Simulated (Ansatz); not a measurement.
Results of revPBE (plane waves, PAW; Ansatz, a program for electronic structure) for fcc Yb.

The run printed, among other lines:

```
Crystal: 1 atoms, lattice volume = 37.122 Å³
Basis set: ecut = 520 eV, 965 PW (Γ), exchange–correlation on 60×60×60 points (8 copies of the dense FFT grid, shifted against one another)
Bands: 16, of which v1, the nominal top of the filled ones, is band 12 counted from 1 (11 counted from 0)
Symmetry: 48 space group operations
Space group: Fm-3m (ITA 225), of the structure as read, at distance tolerance 3.3e-5 Å
k-points: 195 of 5832
Functional: x = revpbe(κ = 1.245, μ = 0.2195149727645171), c = pbe(β = 0.06672455060314922)
SCF iter   1: F=—  HF=-13803.712146 eV  |F-HF|=—  |Δ(HF+E_count)|=         —  Δρ=1.61e-2  dr2=8.16e-2
SCF iter   2: F=—  HF=-13803.699380 eV  |F-HF|=—  |Δ(HF+E_count)|=   1.28e-2  Δρ=4.63e-3  dr2=7.93e-3
  ...
SCF iter  10: F=—  HF=-13803.696165 eV  |F-HF|=—  |Δ(HF+E_count)|=   2.58e-9  Δρ=8.16e-7  dr2=2.03e-10
SCF iter  11: F=-13803.696165 eV  HF=-13803.696165 eV  |F-HF|=5.46e-12  |Δ(HF+E_count)|=  3.64e-12  Δρ=7.51e-8  dr2=1.60e-12
SCF 1 converged in 11 iterations: F = -13803.696165 eV  dr2 = 1.60e-12
SCF converged after 11 iterations
Free energy (F): -13803.696165 eV
Internal energy: -13803.684299 eV  (E = F + TS)
E sigma→0 (E₀):  -13803.690232 eV
Fermi energy:    10.369595 eV
--- Stress (GPa, compression-positive) ---
        0.348317       0.000000      -0.000000
        0.000000       0.348317      -0.000000
       -0.000000      -0.000000       0.348317
  P = ⅓ Tr σ = 0.3483 GPa (3.483 kbar)
```

Q: Write an input file that could have produced this run (the log leaves some choices open).

A: Several could match; the one computed here: 
Ansatz 0.2 input:
```yaml
crystal:
  lattice:
    - [0.0, 2.64769191, 2.64769191]
    - [2.64769191, 0.0, 2.64769191]
    - [2.64769191, 2.64769191, 0.0]
  atoms:
    - { symbol: Yb, position: [0.0, 0.0, 0.0] }
basis:
  ecutwfc: 520
  ecutrho_ratio: 4
  xc_grid: 2
kpoints:
  mp_grid: { grid: [18, 18, 18] }
hamiltonian:
  xc: revpbe
  dispersion: none
  pseudopotentials: { kind: paw }
scf:
  occupations: { method: fermi_dirac, width: 0.05 }
  convergence: { dr2_threshold: 0.0000000001 }
output:
  forces: false
  stress: true
  eigenvalues: true
```

The cell is one volume of an energy–volume scan, off the minimum.

The PAW data were made under PBE.
